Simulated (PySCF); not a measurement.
PySCF 2.14.0, PBE/def2-svp, df: cyclopentanone (O=C1CCCC1), 14 atoms. The geometry is a generated start, not checked to be a minimum at this level.

```
Quantity                       Value
-------------------  ---------------
task                          energy
method                           pbe
basis                       def2-svp
two-electron scheme  density fitting
mol.max_memory               3000 MB
mf.max_cycle                     100
mf.init_guess        minao (default)
mf.DIIS              CDIIS (default)
mf.conv_tol          1e-09 (default)
mf.grids.level           3 (default)
basis functions                  124
grid points                   163136
```

```xyz
14

O      1.0624     2.2837    -0.4179
C      0.5619     1.2091    -0.2230
C      1.3071    -0.0984    -0.0428
C      0.2361    -1.1827    -0.1176
C     -1.0175    -0.4963     0.4317
C     -0.9218     0.9255    -0.1133
H      2.1006    -0.2033    -0.7811
H      1.7750    -0.0731     0.9445
H      0.5017    -2.0737     0.4492
H      0.0735    -1.4747    -1.1566
H     -0.9843    -0.4786     1.5224
H     -1.9325    -1.0013     0.1254
H     -1.3405     0.9895    -1.1207
H     -1.4217     1.6743     0.4999
```

One run each on 2 threads, 1 BLAS thread. Values of diis_space tried: 3, 5, 8 (default), 12, 20.

Which value of diis_space needs the fewest Fock builds, and what happens away from it?

Fewest Fock builds, within one of each other: 5 with 14, 8 (default) with 13, 12 with 13, 20 with 13. The count rises to 20 at 3. All converge to one solution.

```
diis_space   Fock builds            end
-----------  -----------  -------------
3                     20  same solution
5                     14  same solution
8 (default)           13  same solution
12                    13  same solution
20                    13  same solution
```
